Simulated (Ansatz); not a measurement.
What pressure 10 GPa does to CuCl

The reference is CuCl in the zinc blende structure (space group F-43m, No. 216; a = 5.4240 Å).

Modification: cell and atoms relaxed at a pressure of 10 GPa.

Method: PBE, PAW, 420 eV (Ansatz, a program for electronic structure; scalar-relativistic without spin-orbit coupling). Settings: 11×11×11 k-points, 0.05 eV Fermi–Dirac smearing.

The volume per atom shrinks by 2.65 Å³, from 19.95 Å³ to 17.30 Å³ and the density grows by 0.63 g/cm³, from 4.12 g/cm³ to 4.75 g/cm³. The lattice parameter a shrinks by 0.252 Å, from 5.424 Å to 5.172 Å and the enthalpy H = E + PV relative to the base's energy amounts to +1.15 eV/atom. The band gap goes up by 0.30 eV (0.53 eV → 0.83 eV) and the gap character remains direct at Γ. The width of the top valence band rises by 0.42 eV to 1.50 eV and the electron mass goes from 0.22 mₑ (at Γ) to 0.24 mₑ (at Γ). The hole mass (degenerate bands, along [100]) changes from 0.39, 1.6, 1.6 mₑ (at Γ) to 0.44, 1.2, 1.2 mₑ (at Γ).

Load acts through the strain it causes; cell and atoms are relaxed under it. Effective masses come from finite differences of ±0.01 Å⁻¹. No phonon test of stability was made. Tetrahedral semiconductors of this kind turn to denser phases somewhere between about 1 and 50 GPa; those were not computed, so compressed cells here can lie past the real transition. No Hubbard U is applied. All final runs are without spin polarisation.
